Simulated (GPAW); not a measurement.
Band structure of Mg6SnSb (Amm2, 8 atoms in the cell).

```
CELL_PARAMETERS angstrom
      5.26180     0.00000     0.00000
      0.00000     3.26125     5.50007
      0.00000    -3.26125     5.50007
ATOMIC_POSITIONS crystal
  Mg 0.00000 0.83342 0.33402
  Mg 0.00000 0.33402 0.83342
  Mg 0.50000 0.66685 0.16769
  Mg 0.50000 0.16769 0.66685
  Mg 0.50000 0.66610 0.66610
  Mg 0.50000 0.16636 0.16636
  Sn 0.00000 0.83277 0.83277
  Sb 0.00000 0.33279 0.33279
```

Method: PBEsol, GPAW PAW datasets PBEsol (made by gpaw-setup) (plane waves; GPAW 25.7.0).

Settings: mode = pw; ecut = 850 eV; xc = PBEsol; kpts = 3 3 3; mesh shift (steps) = 0 0 0; occupations.name = fermi-dirac; occupations.width = 0.1 eV; nbands = -14; symmetry.symmorphic = false; symmetry.tolerance = 0.0005; maxiter = 120; bandpath_npoints = 40.

The starting cell comes from a database of computed structures (which also holds hypothetical and non-ambient phases and stackings), without a prior relaxation at this level. Spin-orbit coupling is off.

Levels in eV from the Fermi level, bands 41 to 48:
```csv
point,41,42,43,44,45,46,47,48
Γ,-3.14,-2.40,-1.97,-0.63,0.79,1.43,1.45,1.70
X,-2.32,-1.82,-1.78,-0.91,-0.47,-0.45,0.82,1.64
S,-2.05,-1.99,-1.52,-0.90,-0.24,0.06,0.75,0.83
R,-2.59,-2.47,-1.21,-0.74,0.45,0.81,1.43,1.65
A,-2.85,-1.84,-0.86,-0.83,0.37,1.17,1.18,2.55
Z,-2.47,-2.38,-1.77,-1.33,-0.91,-0.91,-0.81,-0.62
Y,-1.59,-0.92,-0.85,-0.81,-0.81,-0.78,0.88,0.89
X1,-2.32,-1.82,-1.78,-0.91,-0.47,-0.45,0.82,1.64
A1,-2.85,-1.84,-0.86,-0.83,0.37,1.17,1.18,2.55
T,-3.26,-2.30,-0.91,0.58,1.36,1.42,1.82,2.00
```

Bands cross the Fermi level along this path, so the cell is metallic at this level.
